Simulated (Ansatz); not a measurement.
**SiC (space group P6_3mc, No. 186)**

```
CELL_PARAMETERS angstrom
      3.07890     0.00000     0.00000
     -1.53945     2.66641     0.00000
      0.00000     0.00000    15.10688
ATOMIC_POSITIONS crystal
  Si 0.00000 0.00000 0.99982
  Si 0.00000 0.00000 0.49982
  Si 0.66667 0.33333 0.83310
  Si 0.33333 0.66667 0.33310
  Si 0.66667 0.33333 0.16660
  Si 0.33333 0.66667 0.66660
  C  0.00000 0.00000 0.87447
  C  0.00000 0.00000 0.37447
  C  0.66667 0.33333 0.70810
  C  0.33333 0.66667 0.20810
  C  0.66667 0.33333 0.04161
  C  0.33333 0.66667 0.54161
```

All numbers come from PBEsol (Ansatz, a first-principles code), scalar-relativistic without spin-orbit coupling. Γ-centred 10×10×2 mesh, Fermi–Dirac width 0.05 eV.

* **Volume per atom**: 10.34 Å³
* **Density**: 3.22 g/cm³
* **Band gap**: 1.92 eV (uncertain: the edges found on the path are not clean extrema)
* **Total energy**: -434.354 eV/atom (σ→0; compares only within this code and set-up)

Whether these cells are dynamically stable was not tested.
